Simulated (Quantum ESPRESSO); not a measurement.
Quantum ESPRESSO run on SrAl₂ (P1, 6 atoms in the cell): self-consistent single point.

Level of theory: LDA (PW92), PseudoDojo standard norm-conserving (LDA) pseudopotentials (plane waves; Quantum ESPRESSO 7.5).

The change in words: lattice scaled by 0.98. Reference geometry:
```
SrAl2
1.0
    0.00000     4.12875     4.12875
    4.12875     0.00000     4.12875
    4.12875     4.12875     0.00000
Sr Al
2 4
Direct
  0.99724   0.01057   0.99634
  0.25219   0.25431   0.23931
  0.63356   0.62478   0.61771
  0.11790   0.61619   0.63654
  0.62857   0.62637   0.13227
  0.62055   0.11778   0.62784
```

Reference input (self-consistent single point, DFT, LDA (PW92), plane waves, PseudoDojo standard norm-conserving (LDA) pseudopotentials): ecutwfc = 70 Ry; occupations = smearing; smearing = fd; degauss = 0.0036749 Ry; potentials = {Sr: Sr.upf, Al: Al.upf}; K_POINTS = automatic 4 4 4 0 0 0; conv_thr = 1e-10 Ry; mixing_beta = 0.7. This run's input differs from it in these lines:

```diff
@@ -25,12 +25,12 @@
 CELL_PARAMETERS {angstrom}
-   0.0000000000     4.1287450000     4.1287450000
-   4.1287450000     0.0000000000     4.1287450000
-   4.1287450000     4.1287450000     0.0000000000
+   0.0000000000     4.0461700000     4.0461700000
+   4.0461700000     0.0000000000     4.0461700000
+   4.0461700000     4.0461700000     0.0000000000
 ATOMIC_POSITIONS {angstrom}
-Sr    0.0285296280   -0.0265230579    0.0322372410
-Sr    2.0380434931    2.0292575238    2.0912093425
-Al    5.1299243750    5.1661458549    5.1953608546
-Al    5.1721820801    3.1148656053    3.0308580308
-Al    3.1322145918    3.1413060883    5.1813024778
-Al    3.0784542032    5.1542963568    3.0483845533
+Sr    0.0279590347   -0.0259925961    0.0315924954
+Sr    1.9972825739    1.9886723241    2.0493851050
+Al    5.0273257633    5.0628228127    5.0914535116
+Al    5.0687383132    3.0525682178    2.9702407968
+Al    3.0695702241    3.0784798905    5.0776763028
+Al    3.0168850445    5.0512103048    2.9874167884
 K_POINTS {automatic}
```

The program printed (abridged):

```
     Self-consistent Calculation

     iteration #  1     ecut=    70.00 Ry     beta= 0.70

     Threshold (ethr) on eigenvalues was too large:
     Diagonalizing with lowered threshold

     total energy              =    -156.11825983 Ry
     estimated scf accuracy    <       0.03618630 Ry

     iteration #  2     ecut=    70.00 Ry     beta= 0.70

     total energy              =    -156.12223867 Ry
     estimated scf accuracy    <       0.00798292 Ry

     iteration #  3     ecut=    70.00 Ry     beta= 0.70

     total energy              =    -156.12414578 Ry
     estimated scf accuracy    <       0.00065200 Ry

   [... 5 blocks of this kind left out ...]

     iteration #  9     ecut=    70.00 Ry     beta= 0.70

     total energy              =    -156.12423052 Ry
     estimated scf accuracy    <          9.4E-10 Ry

     iteration # 10     ecut=    70.00 Ry     beta= 0.70
     End of self-consistent calculation

     the Fermi energy is     7.7021 ev

!    total energy              =    -156.12423052 Ry
     estimated scf accuracy    <          8.9E-11 Ry
     smearing contrib. (-TS)   =      -0.00235929 Ry
     internal energy E=F+TS    =    -156.12187123 Ry

     convergence has been achieved in  10 iterations

     Forces acting on atoms (cartesian axes, Ry/au):

     atom    1 type  1   force =    -0.00647467    0.00508675   -0.00713819
     atom    2 type  1   force =     0.00564973    0.00778980   -0.00426597
     atom    3 type  2   force =     0.00265534   -0.00419470   -0.00384627
     atom    4 type  2   force =    -0.00314695   -0.00254864    0.01100688
     atom    5 type  2   force =    -0.00225397   -0.00471923   -0.00304264
     atom    6 type  2   force =     0.00357052   -0.00141399    0.00728618

     Total force =     0.022605     Total SCF correction =     0.000028

          total   stress  (Ry/bohr**3)                   (kbar)     P=        1.82
   0.00001131   0.00000384   0.00000062            1.66        0.56        0.09
   0.00000384   0.00001420  -0.00000864            0.56        2.09       -1.27
   0.00000062  -0.00000864   0.00001160            0.09       -1.27        1.71

   JOB DONE.
```

The run converged in 10 iterations. Against the reference run the free energy drops by 11.8 meV/atom, the pressure goes from -2.78 to 0.18 GPa and the largest force goes from 0.235 to 0.302 eV/Å.

The starting cell comes from a database of computed structures (which also holds hypothetical and non-ambient phases and stackings), without a prior relaxation at this level. Its atoms were displaced at random from the sites of space group no. 227. For this run, on top of that: lattice scaled by 0.98.

Cost on one core of a shared machine: roughly 2 min.
